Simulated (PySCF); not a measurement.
PySCF 2.14.0, MP2 (frozen core)/def2-svp: CN([SiH3])[Si@](C)([SiH3])Cl, 19 atoms. The geometry is a generated start, not checked to be a minimum at this level.

| Quantity | Value |
|---|---|
| task | mp2 |
| basis | def2-svp |
| two-electron scheme | exact four-centre integrals |
| frozen core | true |
| mf.init_guess | minao (default) |
| mf.DIIS | CDIIS (default) |
| mf.diis_space | 8 (default) |
| mf.conv_tol | 1e-09 (default) |
| basis functions (reference run) | 174 |

On 4 threads, 1 BLAS thread. Build: conda-forge: OpenMP (GNU), OpenBLAS with its own threads, libcint, Libxc. Single runs; times are not shown.

Values of mol.max_memory tried: 8000 MB, 4000 MB, 2000 MB, 1000 MB, 500 MB, 300 MB, 200 MB.

**Question.** How low can the memory setting go, and what changes on the way?

**Answer.** It runs down to 200 MB, the lowest tried, with the same result. At 8000 MB: SCF integrals in memory, transformation in memory. From 1000 MB down: direct SCF, transformation through a file.

```csv
mol.max_memory,path,peak memory
8000 MB,"SCF integrals in memory, transformation in memory",1.4 GiB
4000 MB,"SCF integrals in memory, transformation in memory",1.4 GiB
2000 MB,"SCF integrals in memory, transformation in memory",1.4 GiB
1000 MB,"direct SCF, transformation through a file",1.0 GiB
500 MB,"direct SCF, transformation through a file",1.0 GiB
300 MB,"direct SCF, transformation through a file",1.0 GiB
200 MB,"direct SCF, transformation through a file",1.0 GiB
```

Peak memory is the kernel's count for the largest process, libraries included and scratch files not. The peak passes the setting at 1000 MB, 500 MB, 300 MB, 200 MB: it is no hard cap. MP2's transformation through a file may take 2000 MB even at lower settings.
